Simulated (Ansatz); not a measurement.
Base system: Mo in the bcc (W type) structure (space group Im-3m, No. 229; a = 3.151 Å; relaxed with 0.1 eV smearing). Axes: x, y, z lie along the cube axes.

All numbers come from plane-wave PAW DFT at the r2SCAN level (Ansatz, a program for electronic structure, 500 eV), no spin-orbit coupling.

Now apply this change: the cell is compressed by 2.50 % along z with no lateral relaxation, atoms relaxed at fixed cell.

Task: Predict the stress tensor and what it implies for the stiffness.

Result: Stress of the strained cell less that of the base (GPa, compression positive):
```
    4.4     0.0     0.0
    0.0     4.4     0.0
    0.0     0.0    13.3
```

Then −Δσ_ii/ε with ε = -0.0250 gives secant stiffness values (nonlinear terms included at this strain): C33 ≈ 531 GPa, C13 ≈ 176 GPa and C23 ≈ 176 GPa.

As a check, the harmonic strain energy −½ V₀ Δσ:ε is 16 meV/atom; the computed energy rise is 16 meV/atom.

Whether these cells are dynamically stable was not tested. The final runs are not spin-polarised.
